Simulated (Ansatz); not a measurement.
Base system: Nb in the bcc (W type) structure (space group Im-3m, No. 229; a = 3.273 Å; relaxed with 0.1 eV smearing). Axes: x, y, z lie along the cube axes.

All numbers come from PBEsol in Ansatz (plane waves to 420 eV, PAW, without spin-orbit coupling).

Base values:

| Quantity | Result |
|---|---|
| Shortest interatomic distance | 2.834 Å |

The change: the cell is compressed by 2.50 % along z with no lateral relaxation; the atoms relax in the strained cell.

### Question
How does this affect the energy relative to the base, shortest interatomic distance and stress?

### Answer
The energy grows by 9.2 meV/atom; the shortest interatomic distance shrinks by 0.023 Å, from 2.834 Å to 2.811 Å; the stress (xx, yy, zz, yz, xz, xy; compression positive) comes out as (3.8, 3.8, 6.9, 0.0, 0.0, 0.0) GPa.

No phonon test of stability was made. The final runs are not spin-polarised.

Ansatz is a program for electronic structure.
